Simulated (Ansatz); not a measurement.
```
CELL_PARAMETERS angstrom
      7.62479     0.00000     0.00000
     -3.81239     6.60326     0.00000
      0.00000     0.00000     2.91038
ATOMIC_POSITIONS crystal
  Si 0.23243 0.82605 0.75000
  Si 0.76757 0.17395 0.25000
  Si 0.40638 0.23243 0.25000
  Si 0.59362 0.76757 0.75000
  Si 0.17395 0.40638 0.75000
  Si 0.82605 0.59362 0.25000
  N  0.33333 0.66667 0.75000
  N  0.66667 0.33333 0.25000
  N  0.97037 0.67000 0.75000
  N  0.02963 0.33000 0.25000
  N  0.30038 0.97037 0.25000
  N  0.69962 0.02963 0.75000
  N  0.33000 0.30038 0.75000
  N  0.67000 0.69962 0.25000
```

Computed with PBEsol, rigid bands (plane waves, PAW, scalar-relativistic; Ansatz, a first-principles code). Cell: cell and atoms relaxed with PBEsol.

Question: Predict the hole conductivity mass (n e² τ/σ) at 300 K, by direction if it differs.

Answer: 0.90 (x), 0.90 (y), 1.90 (z) mₑ.

Question: What conductivity effective mass do dilute electrons have at 300 K?

Answer: 1.47 (x), 1.47 (y), 0.22 (z) mₑ.

Question: And the band gap?

Answer: 4.19 eV at this level; semilocal functionals usually fall short of the measured gap.

Rigid bands, one relaxation time for all states, no polarons. Spin-orbit coupling is left out; where it splits the top of the valence band it changes the hole mass and lowers the gap by about a third of the splitting.
